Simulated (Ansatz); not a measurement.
Cost and result by functional for the adsorption energy of H on the 1x1 (111) surface of fcc Cu, one in a 2x2 cell, started at the site 'hollow Cu-Cu-Cu over Cu at depth 2.1 Å', in Ansatz (plane waves, PAW). Single points on the PBE structure, on one kind of machine; costs are rough ratios of the slab run's core time (references not counted) to the cheapest single point. r2SCAN's cost holds its higher cutoff (500 against 420 eV). Differences are taken against r2SCAN for comparison alone: no measured value is at hand, so the table doesn't rank accuracy.

Slab: 17 atoms, 6.2 Å thick at the start under the adsorbate (thin: gaps and levels are the slab's own); k 6x6x1, smearing 0.1 eV, dipole-corrected; 8 atoms held, the rest relaxed; held to the start's symmetry, so lower structures may exist; no spin, no spin-orbit, no U, no dispersion correction. At the end it is bonded to 3 Cu. In PBE it is, or lies within 0.03 eV of, the lowest of the starts that converged. These notes are the PBE run's. Adsorption energies are against ½ H2(g). A negative adsorption energy means that the adsorbate is more stable on the surface than in its reference.

```tsv
functional	relative cost	adsorption energy (eV)	less r2SCAN (eV)
RPBE	1	0.03	0.24
r2SCAN	2	-0.21	0.00
PBE (the relaxed run's value)	–	-0.13	0.09
```

The values span 0.24 eV, while the single points' costs differ by a factor of roughly 2. Differences are of unrounded values.

Ansatz is a quantum-chemistry and plane-wave program.
